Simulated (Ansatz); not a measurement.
Consider Ti-vacancy pair (Ti on one host Zr site, one O site vacant) in monoclinic ZrO2, charge state +2. Level of theory: PBE, PAW (plane waves to 420 eV; Ansatz, a first-principles code).

Cell of 96 host sites held at the relaxed PBE lattice; the Γ point alone; Fermi-Dirac width 0.01 eV, spin-restricted; finite-size errors left in. No zero-point or tunnelling terms. The charge state is imposed; whether it is stable for some Fermi level was not computed. Forms of the defect that were not tried may lie lower.

Barriers: single points on a 2×2×2 k-point mesh shifted by half a step at the bands' geometries.

The step: one O atom jumps into the vacancy from a nearby O site (Ti-vacancy distance between ideal sites 2.06 → 2.08 Å); the atom moves 2.54 Å along (0.11, -0.44, 0.18) of the unit cell; the moving atom starts with neighbours O at 2.45; Ti at 1.89; Zr at 2.18, Zr at 2.25 Å and ends with Ti at 1.88; Zr at 2.21, Zr at 2.23 Å.

Task: What is the computed migration barrier of this step (PBE, PAW)?

Result: 0.82 eV forward and 0.85 eV backward. At the saddle the moving atom has neighbours Ti at 1.73 Å. The program found a first-order saddle point.
